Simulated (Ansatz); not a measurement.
MoPt2 (Immm, No. 71) was calculated with rVV10 (Ansatz, a first-principles code, PAW).

Run with plane-wave cutoff 520 eV, 24×24×24 k mesh, Fermi–Dirac smearing 0.05 eV, no spin polarisation, scalar-relativistic PAW data made under PBE.

Cell (relaxed at this level):

MoPt2 is modelled in the orthorhombic space group Immm (No. 71), Pearson symbol oI6. Conventional cell: a = 2.8083 Å, b = 4.0067 Å, c = 8.4387 Å, α = 90.00°, β = 90.00°, γ = 90.00°. Mo on 2a has 10 Pt at 2.808–2.842 Å and 2 Mo at 2.808 Å (cuboctahedral). Pt on 4i has 7 Pt at 2.755–2.851 Å and 5 Mo at 2.808–2.842 Å (cuboctahedral). (Neighbours: up to the widest gap in distance over summed covalent radii, below 1.35, at either atom.)
(The calculation used a cell of 3 atoms; values per cell refer to that cell.)

Task: What does this level give for the bulk modulus B0 and pressure derivative B′ of the bulk modulus?

Result: 
* **bulk modulus B0**: 255 GPa
* **pressure derivative B′ of the bulk modulus**: 5.1

The run finds no gap.

Note: the relaxation could not lower the start's symmetry, so the cell can be a saddle point above a distorted one; the bulk modulus comes from volumes at which shape and atoms were relaxed.

Spin–orbit coupling is not included.

Static lattice: no zero-point or thermal effects.

Cost on a shared machine: very roughly 60 core-minutes.
